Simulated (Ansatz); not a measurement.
**AlNi, pressure series**

The reference is AlNi in the CsCl type structure (space group Pm-3m, No. 221; a = 2.893 Å; non-magnetic).

Cell and atoms are relaxed at each pressure.

The values are results of DFT with PBE, PAW potentials and a 420 eV plane-wave cutoff in Ansatz (a first-principles code), no SOC, earlier PAW set, not measurements.

| P (GPa) | V (Å³/atom) |
|---|---|
| -2.00 | 12.259 |
| -1.00 | 12.179 |
| 3.00 | 11.885 |
| 7.00 | 11.624 |
| 15.00 | 11.179 |
| 30.01 | 10.528 |
| 50.00 | 9.882 |
| 75.00 | 9.279 |
| 100.00 | 8.811 |

A third-order Birch–Murnaghan fit to these points gives V₀ = 12.10 Å³/atom, B₀ = 161 GPa and B₀′ = 4.2. At pressure 100 GPa the volume is 72.8 % of V₀.

Measured bulk modulus of AlNi: 156 GPa (room temperature; as listed in Yamada, Ryo, Mohri, Tetsuo, arXiv (2019)); the computed value is for a static lattice, so the two differ by thermal effects too.

Load acts through the strain it causes; cell and atoms are relaxed under it. Stability against distortions was not tested. Competing high-pressure phases were not computed. Starting moments died away, wholly or in part, for the base; another magnetic solution may exist. All final runs are without spin polarisation.
